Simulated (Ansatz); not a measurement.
For PbZrO₃ (Pm-3m, No. 221, 5 atoms in the cell; start mp-1068577; cubic high-temperature phase), LDA in Ansatz (PAW) gives:

| Quantity | Result |
|---|---|
| lattice constant a | 4.109 Å |
| formation enthalpy | -2.710 eV/atom |

**Question.** What does r²SCAN+rVV10 (plane waves, PAW; Ansatz, a program for electronic structure) give for the same quantities?

**Answer.** 
- lattice constant a: 4.148 Å (rises by 0.9 %)
- formation enthalpy: -2.709 eV/atom (moves by +0.001 eV/atom)

Changes are worked out from the printed values.

Unless a cell is named, each level is at its own relaxed cell (LDA 13.87, r²SCAN+rVV10 14.28 Å³/atom).

Levels without +SOC leave out spin–orbit coupling, which shifts energies and cells of such heavy elements.

Caveats: the relaxation could not lower the start's symmetry, so the cell can be a saddle point above a distorted one (LDA, r²SCAN+rVV10). Ansatz's density-functional and Hartree–Fock values are scalar-relativistic unless marked +SOC, with PAW data made under PBE.

A start named mp-… is a Materials Project structure, which need not be a measured phase.
